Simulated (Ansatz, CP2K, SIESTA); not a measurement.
# TiO2 (I4_1/amd, 6 atoms in the cell) computed with different codes at matched settings

Self-consistent single point.

```yaml
crystal:
  lattice:
    - [-1.90943, 1.90943, 4.85366]
    - [1.90943, -1.90943, 4.85366]
    - [1.90943, 1.90943, -4.85366]
  atoms:
    - { symbol: Ti, position: [0.00000, 0.00000, 0.00000] }
    - { symbol: Ti, position: [0.75000, 0.25000, 0.50000] }
    - { symbol: O, position: [0.95715, 0.45715, 0.50000] }
    - { symbol: O, position: [0.20715, 0.20715, 0.00000] }
    - { symbol: O, position: [0.79285, 0.79285, 0.00000] }
    - { symbol: O, position: [0.54285, 0.04285, 0.50000] }
```

Shared settings, as Ansatz (a program for electronic structure) writes them: kpoints.mp_grid.grid = 8 8 8; scf.occupations.method = fermi_dirac; scf.occupations.width = 0.0037 Ry. Potentials and cutoffs stand in the table.

```
code                                                                                                                       model  pressure (GPa)  largest force (eV/Å)  gap on the mesh (eV)       cutoff
------  ------------------------------------------------------------------------------------------------------------------------  --------------  --------------------  --------------------  -----------
Ansatz                                                                               LDA (PW92), default PAW files made with PBE          -14.62                 0.313                 2.008      default
SIESTA  LDA PW92, numerical atomic orbitals TZP, PseudoDojo LDA standard norm-conserving potentials (rewritten from UPF to PSML)          -15.93                 0.326                 1.822  grid 350 Ry
CP2K                                         LDA (Pade form), GPW, DZVP-MOLOPT-PBE-GTH basis, GTH-PBE potentials (POTENTIAL_UZH)          -10.60                 0.239                 1.972  grid 600 Ry
```

Gaps are read on the mesh.

The spread over the programs that give each value: pressure within 5.33 GPa; largest force within 0.087 eV/Å; gap on the mesh within 0.186 eV.

SIESTA and CP2K use small atom-centred bases, whose incompleteness enters pressures, forces and empty levels differently from a plane-wave cutoff. Ansatz's pressure is given at a fixed set of plane waves, as the other plane-wave codes print theirs; with its correction for the finite basis it is -13.70 GPa (the shift of 0.93 GPa shows how far the cutoff is from converged).

The starting cell comes from a database of computed structures (which also holds hypothetical and non-ambient phases and stackings), without a prior relaxation at this level. Its lattice was rescaled by a random factor within 2.5 % of one.

Keys are those of Ansatz 0.2.
